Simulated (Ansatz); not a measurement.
Results of LDA (plane waves, PAW; Ansatz, an electronic-structure program) for antifluorite Be2C.

Settings: plane-wave cutoff 520 eV, 12×12×12 k mesh, perturbation theory, force constants from a 4×4×4 q mesh, scalar-relativistic PAW data made under PBE.

Computed at the level's own relaxed cell. Harmonic vibrational thermodynamics at fixed volume:

```csv
T (K),S_vib (J/K per mol of atoms),C_V (J/K per mol of atoms),F_vib (eV/atom)
0,0.00,0.00,0.1190
300,6.05,12.27,0.1135
400,10.18,16.29,0.1051
600,17.69,20.43,0.0760
700,20.92,21.50,0.0560
800,23.85,22.24,0.0327
900,26.50,22.77,0.0066
```

The crystal is taken as a harmonic solid at every temperature: melting, phase changes and thermal expansion are not seen.
